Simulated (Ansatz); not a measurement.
C (P6_3/mmc), r2SCAN, rigid bands run with Ansatz (a program for electronic structure): N_v = 1.85e19 cm⁻³ at 300 K and a hole conductivity mass of 0.442 mₑ along y (a = (2.50, 0.00, 0.00) Å; b = (-1.25, 2.16, 0.00) Å; c = (0.00, 0.00, 4.16) Å).

### Question
For 1e16 holes per cm³ at 300 K, place the Fermi level, estimate the Seebeck coefficient of a parabolic band with constant τ, and give mobility and conductivity for τ = 20 fs.

### Answer
The level lies k_BT ln(N_v/p) = 0.194 eV above the valence-band maximum. S ≈ +(k_B/e)[ln(N_v/p) + 5/2] = 864 μV/K, against 859 μV/K from the full bands (mean over directions). μ = eτ/m = 79.6 cm²/(V·s) and σ = peμ = 0.128 S/cm. τ is assumed, not computed.

Band transport and this doping are assumed; polarons and phonon drag are left out. Spin-orbit coupling is left out. Geometry: cell and atoms relaxed with PBEsol.
